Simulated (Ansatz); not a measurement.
Computed paths: interstitial O in zinc-blende BN, neutral cell

Consider interstitial O in zinc-blende BN, neutral cell. These are PBE, PAW (plane waves to 420 eV; Ansatz, an electronic-structure program) values and carry that method's errors.

Settings: 64 host sites, the relaxed PBE lattice, a 2×2×2 k-point mesh shifted by half a step, smearing 0.01 eV, spin-restricted, no image-charge correction. Energies are static. The charge state is imposed; whether it is stable for some Fermi level was not computed. Sites that were not tried may lie lower.

Barriers: single points on a 3×3×3 k-point mesh shifted by half a step at the bands' geometries.

| Route | Start site over the lowest site run (eV) | Hop (Å) | Forward barrier (eV) | Backward barrier (eV) | Neighbours at the start | Neighbours at the saddle | Saddle order | Forward, on the band's own sampling (eV) |
|---|---|---|---|---|---|---|---|---|
| one O atom jumps by itself (a rearrangement that moves the defect's centre by under 1 Å) | 0.12 | 0.83 | 0.08 | 0.08 | B at 1.32, 2 B at 1.97; N at 1.32, N at 1.91 Å | B at 1.33, B at 1.74; N at 1.31, 2 N at 2.07 Å | first order | 0.08 |
| several atoms move together, O the farthest (a rearrangement that moves the defect's centre by under 1 Å) | 0.00 | 0.63 | 0.22 | 0.11 | 2 B at 1.44; N at 1.31 Å | B at 1.35, B at 1.61; N at 1.32, N at 2.10, N at 2.11 Å | first order | 0.23 |

Paths come from nudged elastic bands with a climbing image.   1 more band(s) gave no usable saddle point.

The whole set of runs took around 6 core-hours (rough).
